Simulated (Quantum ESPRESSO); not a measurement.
σyy against uniaxial strain in fcc Ag (space group 225): C12 (Quantum ESPRESSO, PBEsol)

```
CELL_PARAMETERS angstrom
      0.00000     2.02838     2.02838
      1.99796     0.00000     2.02838
      1.99796     2.02838     0.00000
ATOMIC_POSITIONS crystal
  Ag 0.00000 0.00000 0.00000
```

Level of theory: PBEsol, GBRV 1.5 ultrasoft (PBESOL) pseudopotentials (plane waves; Quantum ESPRESSO). Settings: ecutwfc = 52 Ry; ecutrho = 416 Ry; occupations = smearing; smearing = fermi-dirac; degauss = 0.0036749 Ry; potentials = {Ag: ag_pbesol_v1.4.uspp.F.UPF}; K_POINTS = automatic 36 36 36 0 0 0; conv_thr = 1e-10 Ry; mixing_beta = 0.4. The cell above is the first row's. The rows stretch one cube axis (x) by the strain ε and hold the other two. Stress is positive in tension. In all rows the k mesh is held.

| ε (%) | σyy (GPa) |
|---|---|
| -1.5 | -1.64 |
| -1.0 | -1.05 |
| -0.5 | -0.47 |
| 0.0 | 0.08 |
| 0.5 | 0.61 |
| 1.0 | 1.11 |
| 1.5 | 1.60 |
| 2.0 | ? |

Task: Using a parabola, estimate the missing σyy at ε = 2.0 from the other rows, showing the fit.

Result: Least squares gives σyy = 0.079 + 1.0800·ε - 0.0448·ε². Residuals (row less fit): 0.002, -0.004, 0.002, 0.001, 0.002, -0.004, 0.002; standard error 0.004 (degrees of freedom: 4). The slope at ε = 0, 1.0800 GPa per cent, gives C12 ≈ 100 × 1.0800 = 108 GPa, for the static lattice. At the withheld row, σyy = 0.079 + 1.0800 × 2.0 - 0.0448 × 2.0² = 2.060 GPa. The calculation gives 2.06 GPa, which the fit meets to the printed digits. The row lies outside the fitted rows, so this is an extrapolation. From the scatter of the fitted rows alone, a prediction at this place has a standard error of 0.007 GPa, so the miss is 0.0 times that.

Carrying the step between the two nearest rows on in a straight line would have given 2.09, off by 0.03; series whose last step already gives the withheld value aren't shown. The reference cell has the volume at which an earlier scan in this program and functional put its minimum by a fit. The unstrained cell stands at a pressure of -0.08 GPa, and the constants belong to that pressure. Without a gap such slopes are sensitive to mesh and smearing. Cutoffs and mesh are single choices, not tested for convergence of this quantity. Series with a scatter that would blur these digits, or in which a gap closes, are not shown. Strain series were run only where this level's volume lies within 10 % of a first guess from the measured size.
